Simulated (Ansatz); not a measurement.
# Nb in the bcc (W type) structure (space group Im-3m, No. 229)

```
Nb
1.0
   -1.63563     1.63563     1.63563
    1.63563    -1.63563     1.63563
    1.63563     1.63563    -1.63563
Nb
1
Direct
  0.00000   0.00000   0.00000
```

Computed with PBEsol/PAW in Ansatz (a quantum-chemistry and plane-wave program), scalar-relativistic without spin-orbit coupling. Settings: 20×20×20 k-points, 0.05 eV Fermi–Dirac smearing.

| Item | Value |
|---|---|
| Volume per atom | 17.50 Å³ |
| Density | 8.81 g/cm³ |
| Band gap | zero |
| Total energy | -4495.454 eV/atom (σ→0; compares only within this code and set-up) |

No phonon test of stability was made. All final runs are without spin polarisation.
